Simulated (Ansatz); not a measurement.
ZrGe (model structure, started from the WC type, P-6m2, No. 187, 2 atoms in the cell)

Method: r²SCAN (Ansatz, a program for electronic structure, PAW).

Run with plane-wave cutoff 500 eV, 12×12×12 k mesh, Fermi–Dirac smearing 0.05 eV, scalar-relativistic PAW data made under PBE.

Cell (relaxed at this level):

```xyz
2
Lattice="4.1039 0.0000 0.0000 -2.0520 3.5541 0.0000 0.0000 0.0000 3.0447" Properties=species:S:1:pos:R:3 pbc="T T T"
Zr     0.0000     0.0000     0.0000
Ge     2.0520     1.1847     1.5224
```

| Quantity | Value |
|---|---|
| band gap | zero (no gap) |

Note: the relaxation could raise the start's symmetry but not lower it, so the cell can be a saddle point.

Spin–orbit coupling is not included.

The result took around 4 core-minutes (rough).

A model structure was made by putting elements into a prototype or built by hand; it is no filed structure, need not be a known phase, and can be a saddle point held by its symmetry.
